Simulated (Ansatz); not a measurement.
One-dimensional NaF body, 8 atoms a period

Levels: PBE (plane waves to 420 eV, PAW; Ansatz, an electronic-structure program); r2SCAN (plane waves to 500 eV, PAW; Ansatz); HSE06 in Ansatz. Unmarked values and the geometry are of the first. Mesh 1×1×68. No spin polarisation. Periodic along z alone, with about 11 Å of vacuum beside it. A hypothetical model. Symmetry and one short period hold its shape; lower forms weren't sought. HSE06 ran on a 1×1×4 mesh and at PBE's edge points. Buckling under compression is shut out by symmetry and the short period.

- period along the axis (8 atoms) = 4.402 Å
- largest distance between nuclei across the axis = 3.31 Å
- PBE gap = 5.52 eV, direct at Γ
- electron mass along the axis (PBE) = 0.83 mₑ
- hole mass along the axis (PBE) = 4.9 mₑ
- valence and conduction edges under the vacuum level (PBE) = 6.72 and 1.20 eV
- r2SCAN gap at this geometry = 6.43 eV
- HSE06 gap at this geometry = 7.31 eV
- axial stiffness dF/dε = 40 nN

```yaml
crystal:
  lattice:
    - [13.50000, 0.00000, 0.00000]
    - [0.00000, 13.50000, 0.00000]
    - [0.00000, 0.00000, 4.40213]
  atoms:
    - { symbol: Na, position: [0.41620, 0.41620, 0.00000] }
    - { symbol: F, position: [0.41335, 0.41335, 0.50000] }
    - { symbol: F, position: [0.41335, 0.58665, 0.00000] }
    - { symbol: Na, position: [0.41620, 0.58380, 0.50000] }
    - { symbol: F, position: [0.58665, 0.41335, 0.00000] }
    - { symbol: Na, position: [0.58380, 0.41620, 0.50000] }
    - { symbol: Na, position: [0.58380, 0.58380, 0.00000] }
    - { symbol: F, position: [0.58665, 0.58665, 0.50000] }
```
